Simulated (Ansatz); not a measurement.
# Convergence study of the plane-wave cutoff for Sb (R-3m, 2 atoms in the cell)

```xyz
2
Lattice="3.9771 -2.1658 0.0000 3.9771 2.1658 0.0000 2.7977 0.0000 3.5610" Properties=species:S:1:pos:R:3 pbc="T T T"
Sb     2.5581     0.0000     0.8472
Sb     8.2414     0.0000     2.7295
```

Method: PBEsol, default PAW files made with PBE (plane waves; Ansatz, a quantum-chemistry and plane-wave program).

Base settings: basis.ecutwfc = 30.9 Ry; kpoints.mp_grid.grid = 9 9 9; hamiltonian.xc = pbesol; hamiltonian.pseudopotentials = {kind: paw} (the program's default PAW files); scf.occupations.method = fermi_dirac; scf.occupations.width = 0.0073 Ry.

The second cell is the first with its lattice scaled by 0.98.

The mesh stays at the base's, so the ladder's end is converged at best in this setting alone.

The first pressure column holds Ansatz's estimate of the finite-basis (Pulay) stress, which hides part of the cutoff error; the other is without it.

Only quantities that move along the ladder and can be compared are tabulated.

The count of work is k-points × plane waves × bands × iterations; it is no time. 

The starting cell has typed, rounded lattice constants, without a prior relaxation at this level. Its lattice was rescaled by up to half a per cent. One atom was moved a little off its site on purpose.

| basis.ecutwfc | free energy less the last step's (meV/atom) | energy of the compressed cell less the first (meV/atom) | pressure (GPa) | pressure without the Pulay estimate (GPa) | largest difference of a force vector from the last step's (eV/Å) | count of work / last |
|---|---|---|---|---|---|---|
| 10.7 Ry | 93521.11 | -394.09 | -37.62 | -1795.35 | 3.187 | 0.066 |
| 12.5 Ry | 35457.97 | -15.63 | 4.59 | -862.29 | 0.524 | 0.079 |
| 14 Ry | 15280.84 | -55.22 | -7.29 | -429.24 | 0.984 | 0.077 |
| 15.4 Ry | 6824.04 | -13.72 | -1.61 | -215.96 | 0.089 | 0.096 |
| 16.9 Ry | 2763.44 | 23.53 | -0.74 | -99.43 | 0.134 | 0.11 |
| 18.4 Ry | 1096.36 | 3.27 | -1.52 | -45.44 | 0.152 | 0.12 |
| 21.7 Ry | 118.81 | 4.91 | -1.33 | -7.94 | 0.013 | 0.15 |
| 24.6 Ry | 12.23 | 2.78 | -1.47 | -2.28 | 0.003 | 0.19 |
| 27.9 Ry | 2.41 | 2.85 | -1.45 | -1.49 | 0.000 | 0.22 |
| 30.9 Ry | 1.60 | 2.80 | -1.45 | -1.49 | 0.000 | 0.27 |
| 33.8 Ry | 0.71 | 2.78 | -1.46 | -1.48 | 0.000 | 0.30 |
| 37.1 Ry | 0.27 | 2.77 | -1.46 | -1.46 | 0.000 | 0.35 |
| 41.5 Ry | 0.19 | 2.76 | -1.46 | -1.46 | 0.000 | 0.42 |
| 46.3 Ry | 0.10 | 2.76 | -1.46 | -1.46 | 0.000 | 0.49 |
| 54 Ry | 0.05 | 2.76 | -1.46 | -1.46 | 0.000 | 0.62 |
| 61.7 Ry | 0.03 | 2.76 | -1.46 | -1.46 | 0.000 | 0.75 |
| 74.2 Ry | 0.00 | 2.76 | -1.46 | -1.46 | 0.000 | 1.0 |

Coarsest basis.ecutwfc that holds the free energy within 2 meV/atom of the last step, with all finer ones: 30.9 Ry, at 0.27 of the last step's count of work; the step before is off by 2.4 meV/atom.

Coarsest basis.ecutwfc that holds the pressure within 0.05 GPa of the last step, with all finer ones: 24.6 Ry, at 0.19 of the last step's count of work; the step before is off by 0.13 GPa.

Coarsest basis.ecutwfc that holds the pressure without the Pulay estimate within 1 GPa of the last step, with all finer ones: 24.6 Ry, at 0.19 of the last step's count of work; the step before is off by 6.5 GPa.

The energy difference between the two cells stays within 1 meV/atom of the last step's from 24.6 Ry on, the total only from 33.8 Ry on: much of the error is common to both cells and cancels.

At the lowest cutoff the pressure without the Pulay estimate lies 1790 GPa under the last step's, the usual sign of Pulay stress in an incomplete plane-wave basis.

Keys are those of Ansatz 0.2.
